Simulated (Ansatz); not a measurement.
Take HgS in the zinc blende structure (space group F-43m, No. 216) as the base.

```
CELL_PARAMETERS angstrom
      0.00000     2.90597     2.90597
      2.90597     0.00000     2.90597
      2.90597     2.90597     0.00000
ATOMIC_POSITIONS crystal
  Hg 0.00000 0.00000 0.00000
  S  0.25000 0.25000 0.25000
```

Cartesian axes are those of the cell as printed.

Level of theory: LDA (Ansatz, an electronic-structure program, PAW, no SOC).

Strains are applied to the cell and any free atomic positions relax; under biaxial strain the out-of-plane vector relaxes too.

One change was made to it. Results:

```tsv
quantity	base	after
pressure (mean of the normal stresses, compression positive)	0.0 GPa	0.8 GPa
energy relative to the base (free energy F)	0 meV/atom	+2.3 meV/atom
volume per atom	24.54 Å³	24.24 Å³
```

Task: What was done to the base?
(A) biaxial strain −0.42 %, plane normal [111], relaxed out of plane
(B) biaxial strain −1.25 %, plane normal [111], relaxed out of plane
(C) biaxial strain +2.50 %, plane normal [111], relaxed out of plane
(D) biaxial strain −1.67 %, plane normal [111], relaxed out of plane

Result: B, biaxial strain −1.25 %, plane normal [111], relaxed out of plane. For comparison, the energy relative to the base in the other runs: biaxial strain −1.67 %, plane normal [111], relaxed out of plane gives +4.2 meV/atom; biaxial strain −0.42 %, plane normal [111], relaxed out of plane gives +0.3 meV/atom; biaxial strain +2.50 %, plane normal [111], relaxed out of plane gives +9.9 meV/atom.

The mesh was chosen for an insulator and is coarse for the gapless case. Whether these cells are dynamically stable was not tested. The final runs are not spin-polarised.
